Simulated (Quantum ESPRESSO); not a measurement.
Troubleshooting Quantum ESPRESSO: a failed run on HfN (Fm-3m, 2 atoms in the cell). The aim is a self-consistent single point with DFT, LDA (PZ), plane waves, GBRV 1.5 ultrasoft (LDA) pseudopotentials.

Cell that was meant: a = 3.1306 Å, b = 3.1306 Å, c = 3.1306 Å, α = 60.00°, β = 60.00°, γ = 60.00°.

Part of the input:

```fortran
/
&system
    ibrav = 0
    nat = 3
    ntyp = 2
    ecutwfc = 40
    ecutrho = 320
[...]
ATOMIC_POSITIONS angstrom
Hf    0.0000000000    0.0000000000    0.0000000000
N     2.2136750000    2.2136750000    2.2136750000
Hf    0.0000000000    0.0000000000    0.0000000000
K_POINTS automatic
13 13 13  1 1 1
```

Log, with long lists cut:

```
 %%%%%%%%%%%%%%%%%%%%%%%%%%%%%%%%%%%%%%%%%%%%%%%%%%%%%%%%%%%%%%%%%%%%%%%%%%%%%%
     Error in routine check_atoms (1):
     atoms #   1 and #   3 overlap!
 %%%%%%%%%%%%%%%%%%%%%%%%%%%%%%%%%%%%%%%%%%%%%%%%%%%%%%%%%%%%%%%%%%%%%%%%%%%%%%

     stopping ...
```

### Question
From the messages shown, name the fault and mend the input.

### Answer
The fault is one atom entered twice; here the program stops on it instead of giving results. To fix it, remove the duplicate atom. The program stopped before any SCF iteration.

The sound input it was made from differs as follows (other fixes are possible):
```diff
-    nat = 3
+    nat = 2
-Hf    0.0000000000    0.0000000000    0.0000000000
```

With that input, the run converged in 11 iterations: free energy E − TS -2435.7575 eV; Fermi level (on the code's own zero) 19.71 eV; pressure 7.78 GPa (DFT, LDA (PZ), plane waves, GBRV 1.5 ultrasoft (LDA) pseudopotentials).

On the sound input: the starting cell comes from a database of computed structures (which also holds hypothetical and non-ambient phases and stackings), without a prior relaxation at this level. Its lattice was rescaled by a random factor within 2.5 % of one. With a pressure of about 8 GPa the cell is away from its equilibrium volume at this level.
